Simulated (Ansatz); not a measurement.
Cost and result by functional for the adsorption energy of NH3 on the 1x1 (10-10) surface of wurtzite GaN (cut with top plane Ga + N), one in a 2x1 cell, started at the site 'hollow Ga-Ga-N-N', in Ansatz (plane waves, PAW). Single points on the PBE structure, on one kind of machine; costs are rough ratios of the slab run's core time (references not counted) to the cheapest single point. r2SCAN's cost holds its higher cutoff (500 against 420 eV). Differences are taken against HSE06 for comparison alone: no measured value is at hand, so the table doesn't rank accuracy. HSE06 ran on a coarser k-mesh, which lowers its cost and may carry part of its shift.

Host crystal: wurtzite GaN, with a band gap (PBE, scalar-relativistic without spin-orbit coupling).

Slab: 36 atoms, 9.3 Å thick at the start under the adsorbate (thin: gaps and levels are the slab's own); k 3x4x1, smearing 0.01 eV, dipole-corrected; 16 atoms held, the rest relaxed; no symmetry held; no spin, no spin-orbit, no U, no dispersion correction. At the end it is bonded to Ga. In PBE it is, or lies within 0.03 eV of, the lowest of the starts that converged. These notes are the PBE run's. Adsorption energies are against NH3(g). A negative adsorption energy means that the adsorbate is more stable on the surface than in its reference.

| functional | relative cost | adsorption energy (eV) | less HSE06 (eV) |
|---|---|---|---|
| RPBE | 1 | -0.94 | 0.33 |
| r2SCAN | 2 | -1.39 | -0.12 |
| HSE06 | 30 | -1.27 | 0.00 |
| PBE (the relaxed run's value) | – | -1.21 | 0.06 |

The values span 0.45 eV, while the single points' costs differ by a factor of roughly 30. Differences are of unrounded values.

Ansatz is a first-principles code.
